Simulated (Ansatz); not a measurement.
## SiNi (Pnma, No. 62)

Method: LDA (PAW; Ansatz, a quantum-chemistry and plane-wave program).

Run with plane-wave cutoff 500 eV, 8×12×8 k mesh (along the axes of the cell as run), Fermi–Dirac smearing 0.05 eV, no spin polarisation, scalar-relativistic PAW data made under PBE.

Cell (relaxed at this level):

```
NiSi
1.0
    5.04415     0.00000     0.00000
    0.00000     3.33808     0.00000
    0.00000     0.00000     5.47253
Si Ni
4 4
Direct
  0.81998   0.75000   0.58741
  0.18002   0.25000   0.41259
  0.68002   0.25000   0.08741
  0.31998   0.75000   0.91259
  0.50926   0.25000   0.68793
  0.49074   0.75000   0.31207
  0.99074   0.75000   0.18793
  0.00926   0.25000   0.81207
```

```json
{
  "band_gap": "none"
}
```

The computed numbers hold no vibrational or temperature effects.
